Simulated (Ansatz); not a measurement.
The starting structures come from a database of crystals and need not be the phases stable at ambient conditions.

Inside the gap of an insulator the Bloch states are evanescent, with a wavenumber k + iκ along the transport direction.

Input:

```xyz
3
Lattice="5.0703 0.0000 0.0000 -2.5351 4.3910 0.0000 2.5351 1.4637 4.1399" Properties=species:S:1:pos:R:3 pbc="T T T"
Ca     2.5351     1.4637     1.0350
Ca     2.5351     4.3910     3.1049
Si     0.0000     0.0000     0.0000
```

Space group of this cell: Fm-3m. The cell is taken as given.

Transport runs along the normal of the first two printed cell vectors, the (111) plane of the conventional cell.

The gap is the functional's own, uncorrected, and κ follows it; spin-orbit coupling is left out. Mid-gap values are interpolated between the computed energies.

Question: Give the band gap and the smallest decay constant κ at mid-gap that r2SCAN (Ansatz, a program for electronic structure) yields.

Answer: Gap 0.78 eV on a 8×8×8 mesh; κ = 0.138 1/Å, at (0.500, 0.000) of the in-plane reciprocal vectors. At the zone centre, at the nearest computed energy, the slowest state has κ = 0.20 1/Å.
